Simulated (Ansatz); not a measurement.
Input and output of a self-consistent single point for SrNi2As2 (I4mm, 5 atoms in the cell) (Ansatz, a program for electronic structure).

Method of the run: LDA (PW92), harder PAW files (source: ansatz) made with PBE (plane waves; Ansatz).

The change in words: lattice scaled by 0.98; basis.ecutwfc: 420 eV → 505 eV; hamiltonian.pseudopotentials: {kind: paw} (the program's default PAW files) → {kind: paw, source: ansatz}. Reference geometry:
```
Sr(NiAs)2
1.0
   -2.04681     2.04681     5.52308
    2.04681    -2.04681     5.52308
    2.04681     2.04681    -5.52308
Sr Ni As
1 2 2
Direct
  0.00453   0.00453   0.00000
  0.75000   0.25000   0.50000
  0.25000   0.75000   0.50000
  0.64527   0.64527   0.00000
  0.35473   0.35473   0.00000
```

Reference input (self-consistent single point, DFT, LDA (PW92), plane waves, default PAW files made with PBE): basis.ecutwfc = 420 eV; kpoints.mp_grid.grid = 6 6 6; hamiltonian.xc = lda; hamiltonian.pseudopotentials = {kind: paw} (the program's default PAW files); scf.occupations.method = fermi_dirac; scf.occupations.width = 0.1 eV. This run's input differs from it in these lines:

Ansatz 0.2 input:
```diff
@@ -2,13 +2,13 @@
   lattice:
-    - [-2.04681300, 2.04681300, 5.52307800]
-    - [2.04681300, -2.04681300, 5.52307800]
-    - [2.04681300, 2.04681300, -5.52307800]
+    - [-2.00587700, 2.00587700, 5.41261600]
+    - [2.00587700, -2.00587700, 5.41261600]
+    - [2.00587700, 2.00587700, -5.41261600]
   atoms:
-    - { symbol: Sr, position_ang: [0.00000000, -0.00000000, 0.04999490] }
-    - { symbol: Ni, position_ang: [0.00000000, 2.04681300, 2.76153900] }
-    - { symbol: Ni, position_ang: [2.04681300, 0.00000000, 2.76153900] }
-    - { symbol: As, position_ang: [0.00000000, -0.00000000, 7.12775308] }
-    - { symbol: As, position_ang: [-0.00000000, 0.00000000, 3.91840292] }
+    - { symbol: Sr, position_ang: [-0.00000000, 0.00000000, 0.04899500] }
+    - { symbol: Ni, position_ang: [0.00000000, 2.00587700, 2.70630800] }
+    - { symbol: Ni, position_ang: [2.00587700, 0.00000000, 2.70630800] }
+    - { symbol: As, position_ang: [-0.00000000, 0.00000000, 6.98519745] }
+    - { symbol: As, position_ang: [0.00000000, -0.00000000, 3.84003455] }
 basis:
-  ecutwfc: 420.0
+  ecutwfc: 505.0
 kpoints:
@@ -20,2 +20,3 @@
     kind: paw
+    source: ansatz
 scf:
```

Output (repeated stretches shortened):

```
SCF iter   1: F=—  HF=-24540.962447 eV  |F-HF|=—  |Δ(HF+E_count)|=         —  Δρ=8.70e-2  dr2=8.98e0  ethr=3.10e-3  ⟨swp⟩=6.1  Hψ=5252  notcnv=0  defer=6
all-band conjugate gradients solve this SCF's bands
preconditioner: auto → Kerker (q_TF=auto, 2.667 Å⁻¹)
SCF iter   2: F=—  HF=-24539.569222 eV  |F-HF|=—  |Δ(HF+E_count)|=    1.39e0  Δρ=4.15e-2  dr2=2.32e0  ethr=3.10e-3  ⟨swp⟩=2.9  Hψ=2600  notcnv=0  defer=40
   [... lines left out ...]
SCF iter   7: F=—  HF=-24538.845176 eV  |F-HF|=—  |Δ(HF+E_count)|=   4.11e-5  Δρ=3.24e-4  dr2=8.87e-5  ethr=2.71e-7  ⟨swp⟩=2.1  Hψ=2036  notcnv=0  defer=36
SCF iter   8: F=—  HF=-24538.845183 eV  |F-HF|=—  |Δ(HF+E_count)|=   6.86e-6  Δρ=4.86e-5  dr2=2.89e-6  ethr=1.17e-7  ⟨swp⟩=2.0  Hψ=1597  notcnv=0  defer=36
SCF iter   9: F=—  HF=-24538.845182 eV  |F-HF|=—  |Δ(HF+E_count)|=   5.02e-7  Δρ=1.88e-5  dr2=5.83e-7  ethr=3.81e-9  ⟨swp⟩=2.6  Hψ=2166  notcnv=0  defer=36
SCF iter  10: F=-24538.845182 eV  HF=-24538.845182 eV  |F-HF|=5.62e-8  |Δ(HF+E_count)|=   8.26e-8  Δρ=5.13e-6  dr2=4.11e-8  ethr=1.32e-10  ⟨swp⟩=8.0  Hψ=5849  notcnv=0
SCF 1 converged in 10 iterations: F = -24538.845182 eV  dr2 = 4.11e-8
Free energy (F): -24538.845182 eV
Internal energy: -24538.723152 eV  (E = F + TS)
E sigma→0 (E₀):  -24538.784167 eV
Entropy (-TS):   -0.122030 eV (-24.406 meV/atom)
Fermi energy:    13.260249 eV
--- Forces (eV/Å), atoms counted from 1 ---
  atom   1  Sr    -0.00000000    -0.00000000    -0.18025621
  atom   2  Ni     0.00000000    -0.00000000     0.06143634
  atom   3  Ni     0.00000000     0.00000000     0.06143634
  atom   4  As    -0.00000000     0.00000000    -0.27079198
  atom   5  As     0.00000000    -0.00000000     0.32822338
--- Stress (GPa, compression-positive) ---
       -0.943029      -0.000000      -0.000000
       -0.000000      -0.943029      -0.000000
       -0.000000      -0.000000      -1.891263
  P = ⅓ Tr σ = -1.2591 GPa (-12.591 kbar)
  The stress holds the Pulay correction. Without it, at fixed plane waves, as pw.x and ABINIT print it: P = -44.2334 GPa
```

The run converged in 10 iterations. Against the reference run the pressure goes from -6.48 to -1.26 GPa and the largest force goes from 0.242 to 0.328 eV/Å.

The starting cell comes from a database of computed structures (which also holds hypothetical and non-ambient phases and stackings), without a prior relaxation at this level. Its lattice was rescaled by up to half a per cent. One atom was moved a little off its site on purpose. For this run, on top of that: lattice scaled by 0.98. Spin polarisation is off, so a magnetic state, if there is one, cannot be reached. Ansatz's pressure includes its estimate of the finite-basis (Pulay) stress. Without the estimate this run gives -44.23 GPa. The cutoff lies below the one recommended for these files.
